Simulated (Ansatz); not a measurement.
## ZnO: O → S

The reference is ZnO in the wurtzite structure (space group P6_3mc, No. 186; a = 3.280 Å, c = 5.293 Å).

It is then changed as follows: full substitution O → S; the structure is relaxed again.

Calculations: PBE/PAW in Ansatz (a quantum-chemistry and plane-wave program), scalar-relativistic without spin-orbit coupling. k-mesh 10×10×5 (Γ-centred); smearing 0.05 eV (Fermi–Dirac), for the changed cell.

The volume per atom grows by 7.86 Å³ to 20.19 Å³ and the c/a ratio increases by 0.026 (1.614 → 1.640). The space group is still P6_3mc (No. 186) and the shortest interatomic distance rises by 35.8 pm to 235.7 pm. The band gap grows by 1.334 eV to 2.08 eV and the gap character remains direct at Γ. The width of the top valence band increases by 0.326 eV, from 1.71 eV to 2.03 eV and the electron mass goes from 0.14 mₑ (at Γ) to 0.16 mₑ along c, 0.18 mₑ across (at Γ). The valence-band top at Γ (three highest levels, from the VBM) changes from 0.00, 0.00, -0.08 eV to 0.00, 0.00, -0.07 eV.

Effective masses come from finite differences of ±0.01 Å⁻¹. Whether these cells are dynamically stable was not tested.
